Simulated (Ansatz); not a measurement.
Results of PBE (PAW; Ansatz, a quantum-chemistry and plane-wave program) for CsCl-type CoAl.

Settings: plane-wave cutoff 520 eV, 16×16×16 k mesh, Fermi–Dirac smearing 0.1 eV, perturbation theory, no spin polarisation, scalar-relativistic PAW data made under PBE.

Cell (relaxed at this level):

```
CELL_PARAMETERS angstrom
      2.85199     0.00000     0.00000
      0.00000     2.85199     0.00000
      0.00000     0.00000     2.85199
ATOMIC_POSITIONS crystal
  Al 0.50000 0.50000 0.50000
  Co 0.00000 0.00000 0.00000
```

Task: What does this level give for the TO(Γ) frequency?

Result: 
TO(Γ) frequency: 326 cm⁻¹

The result took around 4 core-minutes (rough).
